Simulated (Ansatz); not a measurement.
## Point defect Ti on the B site (Ti_B) in zinc-blende BN

Method: PBE, PAW (plane waves to 420 eV; Ansatz, a quantum-chemistry and plane-wave program). A 2×2×2 supercell of 64 sites was used; the energies come from a 2×2×2 shifted sampling of its zone. Site at the start: the B site. Charged cells carry a point-charge image correction with potential alignment at far atoms. Dielectric constants: PBE linear response of the host. Host gap at this level: 4.46 eV. Finite-size and sampling errors can reach tenths of an eV here. PBE underestimates the host's gap, which shifts levels and can delocalise carriers. Spin–orbit coupling is left out, and no Hubbard U is applied to the open shells. Each state is the lowest found from its start.

Formation energies E_f are given with the Fermi level at the valence-band maximum. Chemical conditions: B-rich (Δμ(B) = 0.00 eV, Δμ(Ti) = -3.20 eV, bounded by TiB2 (P6/mmm); only phases computed here count, gases as isolated molecules at 0 K); N-rich (Δμ(B) = -2.35 eV, Δμ(Ti) = -3.43 eV, bounded by rock-salt TiN; only phases computed here count, gases as isolated molecules at 0 K). Reference phases: B: alpha boron, Ti: hcp Ti.

```
charge         moment (μB)  largest move off a lattice site (Å)  image correction with alignment (eV)  E_f, B-rich (eV)  E_f, N-rich (eV)  above the lowest spin state (eV)
------  ------------------  -----------------------------------  ------------------------------------  ----------------  ----------------  --------------------------------
+2*             fractional                                 0.26                                     –                 –                 –                              0.00
+1      not spin-polarised                                 0.24                                  0.85              6.89              4.77                              0.00
0                      1.0                                 0.28                                  0.00              9.76              7.64                              0.00
−1†                    2.0                                 0.32                                 -0.14                 –                 –                              0.00
−1*     not spin-polarised                                 0.36                                     –                 –                 –                              0.47
```

* At this level the carrier isn't localised at the defect: at charge +2 holes occupy the valence band. Such a state is shallow or no state of the defect, and this cell gives it no level.

† Not settled in this cell, so no level is given: charge −1: a level filled in part, carriers not clearly localised, a large or scattered potential alignment, level within 0.1 eV of a band edge or past it.

Starting moments that weren't kept: charge +2 began with 1 μB and ended with 0.4.

Transition levels above the valence-band maximum: ε(+1/0) = 2.87 eV. With a charge missing or unsettled, these needn't be thermodynamic levels.

Flagged in the runs: a doubtful potential alignment.
